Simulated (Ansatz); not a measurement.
## wurtzite AlN (1 1 0) on silicon (1 1 0) (film strained to the substrate, faces as cut)

A periodic stack without vacuum, wurtzite AlN (1 1 0) on silicon (1 1 0) (film strained to the substrate, faces as cut): substrate slab Si64, film Al48N48, surface cells [[0, 4], [-1, 0]] and [[3, 0], [0, 1]], film strained by +0.9 and +2.8 %, faces Si/Si and AlN/AlN as cut (like faces can put a slab off its formula).

The start was prepared with a machine-learned potential, and the result is one local minimum, with the in-plane cell held and forces under 0.04 eV/Å; the film can end far from its bulk form.

Values marked by level come from PBE (plane waves to 420 eV, PAW; Ansatz, a program for electronic structure); HSE06 (plane waves to 420 eV, PAW; Ansatz). Geometries and values that name no level are of the first. Spin–orbit coupling is left out; PBE gaps are too small against experiment. Its k-point mesh 2×4×1, Fermi–Dirac width 0.05 eV. HSE06 ran on meshes of its own (6×6×6); its edges and gaps are taken over the mesh and over extra points off it, mostly where PBE has its edges.

- interface area: 84.6 Å²
- period: 28.19 Å
- gaps between the outermost planes at the two interfaces: 1.71 and 1.34 Å
- Al–Si contacts across the interfaces within 1.22 times the sum of covalent radii: 13, mean 2.51 Å
- N–Si contacts across the interfaces within 1.22 times the sum of covalent radii: 8, mean 1.87 Å
- PBE gap of the stack on the mesh, by band count: 0.39 eV
- Fermi level over the substrate's valence edge (PBE): +0.27 eV
- spin-polarised check at this geometry: falls back to no moment
- band offsets: not given, since the film is too thin to average or its bulk reference is missing
- levels of the stack inside the substrate's PBE gap at the listed points (of the film's bands or of the interfaces): 2

```xyz
160
Lattice="15.4715 0.0000 -0.0240 0.0000 5.4700 -0.0027 2.8579 -2.2917 28.1817" Properties=species:S:1:pos:R:3 pbc="T T T"
Si     4.9727     3.2654     2.6372
Si     8.8055     3.0846     2.6855
Si    12.6365     3.1755     2.8802
Si     1.0586     3.1338     2.9818
Si     6.8770     1.7365     2.6059
Si    10.7309     1.7848     2.9181
Si    14.5736     1.7921     2.8880
Si     3.0446     1.8936     2.7436
Si     7.0722     0.3571     0.5593
Si    10.7316     0.5569     0.9346
Si    14.5966     0.3727     1.0342
Si     2.6610     0.5929     0.8064
Si     9.1136     4.2811     0.6560
Si    12.6181     4.5705     1.0027
Si     1.0219     4.4750     1.1139
Si     4.8445     4.6673     0.5957
Si     1.0847     3.1856     6.6917
Si     4.9445     3.1662     6.6434
Si     8.7913     3.1784     6.5505
Si    12.6645     3.1438     6.7309
Si     3.0162     1.8023     6.6094
Si     6.8710     1.8029     6.5798
Si    10.7133     1.7928     6.6960
Si    14.6182     1.8113     6.7405
Si     3.0408     0.4424     4.6537
Si     6.8524     0.4503     4.6237
Si    10.7297     0.3824     4.7903
Si    14.5834     0.4479     4.8169
Si     4.9619     4.5302     4.6747
Si     8.7715     4.5316     4.5954
Si    12.6749     4.5099     4.8138
Si     1.0705     4.5844     4.8020
Si    12.6721     3.2148    10.5682
Si    16.5458     3.1015    10.4586
Si     4.9381     3.2184    10.6199
Si     8.8240     3.1143    10.3858
Si    14.5690     1.8214    10.5946
Si     3.0604     1.7986    10.4824
Si     6.8300     1.8122    10.4602
Si    10.7820     1.8119    10.5922
Si    14.6107     0.4289     8.6652
Si     3.0196     0.4385     8.5517
Si     6.8679     0.4408     8.5247
Si    10.7309     0.4364     8.6448
Si     1.0830     4.5317     8.6142
Si     4.9444     4.5429     8.6065
Si     8.8029     4.5283     8.4952
Si    12.6661     4.5557     8.6253
Si     8.8329     3.4790    14.0284
Si    12.7743     3.1651    14.4641
Si    16.4346     3.5618    14.1970
Si     4.9503     2.3967    14.5507
Si    10.5684     1.9981    14.4515
Si    14.8311     1.8680    14.4515
Si     2.6898     1.8032    14.1875
Si     7.2144     1.7322    14.1482
Si    10.7675     0.4793    12.5866
Si    14.6085     0.4519    12.5437
Si     3.0074     0.3968    12.3719
Si     6.8581     0.3659    12.3269
Si    12.6798     4.5636    12.5329
Si    16.5121     4.6355    12.1968
Si     4.9346     4.4495    12.7449
Si     8.8617     4.6706    12.1114
Al     4.2377     3.7784    16.7284
Al     9.3625     3.7521    16.4039
Al    14.9436     3.7802    16.3006
Al     1.8498     1.9157    16.4365
Al     6.9567     1.9832    16.5517
Al    12.1485     2.0413    16.5647
N      2.4620     3.6601    16.6757
N      7.6076     3.6451    16.7662
N     12.9347     3.7532    16.2494
N      5.0492     2.1315    16.4295
N     10.3040     1.9446    16.3170
N     15.3256     1.8462    16.2691
Al     4.3500     1.1190    17.9611
Al     9.5329     1.0161    17.8599
Al    14.7371     1.0008    17.8652
Al     1.8174    -0.7810    18.0292
Al     6.9497    -0.7775    18.0619
Al    12.1482    -0.7786    17.8052
N      2.4320     1.0092    17.9954
N      7.6172     0.9925    18.0334
N     12.8064     1.0019    17.9117
N      5.0164    -0.6565    18.0501
N     10.2279    -0.7725    17.8407
N     15.3550    -0.7858    17.9018
Al     4.3717    -1.6375    19.6080
Al     9.5331    -1.6809    19.4456
Al    14.7053    -1.7035    19.4344
Al    17.2915     1.9836    19.4885
Al     6.9800     1.9948    19.5468
Al    12.1210     1.9600    19.4701
N      2.4414    -1.6829    19.5978
N      7.6074    -1.6738    19.6386
N     12.7520    -1.7004    19.3880
N      5.0223     2.0238    19.5272
N     10.1836     1.9653    19.4211
N     15.3372     1.9615    19.4068
Al     4.3873     1.0867    21.0997
Al     9.5442     1.0621    21.0137
Al    14.7123     1.0516    20.9809
Al    17.2796    -0.7460    21.0742
Al     6.9715    -0.7380    21.1379
Al    12.1252    -0.7660    20.9720
N      2.4470     1.0590    21.0492
N      7.6075     1.0723    21.1142
N     12.7564     1.0482    20.9996
N      5.0320    -0.7233    21.1457
N     10.1858    -0.7546    21.0065
N     15.3237    -0.7587    20.9713
Al     4.3840    -1.6627    22.6942
Al     9.5560    -1.6645    22.5835
Al    14.7082    -1.6730    22.5280
Al    17.2858     1.9884    22.5629
Al     6.9703     2.0016    22.6582
Al    12.1355     1.9847    22.5590
N      2.4529    -1.6776    22.6237
N      7.6170    -1.6580    22.6904
N     12.7498    -1.6722    22.5312
N      5.0371     1.9948    22.6687
N     10.1855     1.9873    22.5767
N     15.3297     1.9887    22.5135
Al     4.3734     1.0604    24.2280
Al     9.5654     1.0680    24.1369
Al    14.7225     1.0673    24.0857
Al    17.2913    -0.7580    24.1491
Al     6.9749    -0.7230    24.2109
Al    12.1416    -0.7300    24.0893
N      2.4483     1.0480    24.0821
N      7.6287     1.0884    24.2337
N     12.7588     1.0778    24.1207
N      5.0432    -0.7588    24.2799
N     10.1965    -0.7409    24.1481
N     15.3362    -0.7371    24.0342
Al     4.3597    -1.7235    25.8317
Al     9.6363    -1.6753    25.7067
Al    14.7020    -1.6339    25.6089
Al    17.2579     1.9408    25.6472
Al     7.0015     2.0416    25.7667
Al    12.1666     2.0352    25.6635
N     17.9235    -1.7527    25.6569
N      7.6999    -1.6232    25.7835
N     12.7393    -1.6337    25.6335
N      5.0978     1.9607    25.8045
N     10.2234     1.9774    25.7017
N     15.2990     2.0387    25.5933
Al     4.2402     0.9645    27.2624
Al     9.7392     1.0415    27.2689
Al    14.7782     1.1129    27.1883
Al    17.1148    -0.7413    27.1311
Al     7.0610    -0.6093    27.2151
Al    12.3609    -0.7100    27.2544
N     17.9380     0.8615    26.9311
N      7.7875     1.1441    27.3756
N     12.6644     1.1893    27.3132
N      5.2000    -0.7835    27.4093
N     10.2998    -0.8080    27.3356
N     15.2472    -0.6361    27.0179
```
